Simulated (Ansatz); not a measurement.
Take Sr in the fcc (Cu type) structure (space group Fm-3m, No. 225; a = 5.9225 Å) as the base. Axes: x, y, z lie along the cube axes.

The values are results of PBEsol (Ansatz, a quantum-chemistry and plane-wave program), no SOC, not measurements.

Base values:

* **Pressure**: 0.0 GPa
* **Volume per atom**: 51.93 Å³

One thing is altered: biaxial strain −2.08 %, plane normal [111], relaxed out of plane (Cartesian); in-plane vectors clamped, the third vector and the atoms free.

What does the calculation give for the pressure and volume per atom after the change?

The pressure (mean of the normal stresses, compression positive) goes from zero to 0.5 GPa; the volume per atom drops by 1.849 Å³ (51.93 Å³ → 50.09 Å³).

No phonon test of stability was made.
